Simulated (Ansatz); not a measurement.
We consider fluorite PbF₂ (high-temperature phase), described by PBE in Ansatz (plane waves, PAW).

Settings: plane-wave cutoff 520 eV, 10×10×10 k mesh, Fermi–Dirac smearing 0.01 eV, scalar-relativistic PAW data made under PBE.

Pressure at four volumes; x = ln(V/18.010 Å³). One pressure is withheld.

```json
[
 {"V (Å³/atom)": "16.929", "x": "-0.0619", "P (GPa)": "4.77"},
 {"V (Å³/atom)": "18.010", "x": "0.0000", "P (GPa)": "0.00"},
 {"V (Å³/atom)": "18.730", "x": "0.0392", "P (GPa)": "-2.38"},
 {"V (Å³/atom)": "19.091", "x": "0.0583", "P (GPa)": "?"}
]
```

Problem. Pass a parabola P(x) through the three rows shown, estimate the bulk modulus and its pressure derivative near zero pressure, and predict the withheld pressure.

Solution. Slopes between the rows: (0.00 − (4.77))/(0.0000 − (-0.0619)) = -77.06 and (-2.38 − (0.00))/(0.0392 − (0.0000)) = -60.71 GPa. Their difference over the span 0.1011 is c = 16.35/0.1011 = 161.7 GPa, so P(x) = 4.77 + (-77.06)(x − (-0.0619)) + 161.7 (x − (-0.0619))(x − (0.0000)). At the middle row B = −dP/dx = −[-77.06 + 161.7 × 0.0619] = 67.1 GPa, and B′ = dB/dP = 2c/B = 4.8. At x = 0.0583 the parabola gives -3.36 GPa; the run gives -3.38 GPa. The Birch–Murnaghan fit to the energies at all volumes has B0 = 66.5 GPa and B′ = 4.8.

Measured, for comparison: bulk modulus 64 GPa (temperature not stated, not corrected to a static lattice; as tabulated in Cadelano and Cappellini (2011), arXiv:1107.5962). Computed less measured: bulk modulus +3.9 %. A static lattice is as a rule a little smaller and stiffer than an uncorrected measurement, which can account for part of this in the bulk modulus.

Spin–orbit coupling is not included; it can shift volumes and moduli of such heavy elements.

Ansatz is an electronic-structure program.
